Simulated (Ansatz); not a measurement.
**Sc with two functionals**

The parent structure is Sc in the hcp (Mg type) structure (space group P6_3/mmc, No. 194; a = 3.319 Å, c = 5.166 Å).

(Cell as relaxed with PBE.)

Levels (all Ansatz, a program for electronic structure, PAW, earlier PAW set): PBE (420 eV, no spin-orbit coupling); PBEsol (420 eV, no SOC).

Each level relaxes its own structure.

```
quantity                  PBE      PBEsol
-------------------  --------  ----------
volume per atom      24.65 Å³  (withheld)
lattice parameter a   3.319 Å  (withheld)
lattice parameter c   5.166 Å  (withheld)
band gap                 zero  (withheld)
```

Task: Given the PBE results, estimate those of PBEsol.

Result: 
- volume per atom, PBEsol: 23.65 Å³
- lattice parameter a, PBEsol: 3.277 Å
- lattice parameter c, PBEsol: 5.085 Å
- band gap, PBEsol: zero

PBE's volume per atom lies 1.00 Å³ above PBEsol's (4.2 %); PBE's lattice parameter a lies 0.042 Å above PBEsol's (1.3 %); PBE's lattice parameter c lies 0.081 Å above PBEsol's (1.6 %); the two agree on the band gap. Neither level is exact; PBEsol is the comparison here, not a measurement.

No phonon test of stability was made. The final runs are not spin-polarised.
